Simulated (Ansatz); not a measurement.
For Li₃Al₂ (R-3m, No. 166; structure not from a measured cell), PBEsol (PAW; Ansatz, a program for electronic structure) gives:

- equilibrium lattice constant a = 4.430 Å
- lattice parameter c = 14.018 Å

### Question
What does r²SCAN in Ansatz (PAW) give for the same quantities?

### Answer

- lattice constant a: 4.451 Å (goes up by 0.5 %)
- lattice parameter c: 14.151 Å (goes up by 0.9 %)

Changes are worked out from the printed values.

Unless a cell is named, each level is at its own relaxed cell (PBEsol 15.88, r²SCAN 16.18 Å³/atom).

Caveats: the relaxation could not lower the start's symmetry, so the cell can be a saddle point above a distorted one (PBEsol, r²SCAN). Ansatz's density-functional and Hartree–Fock values are scalar-relativistic unless marked +SOC, with PAW data made under PBE.
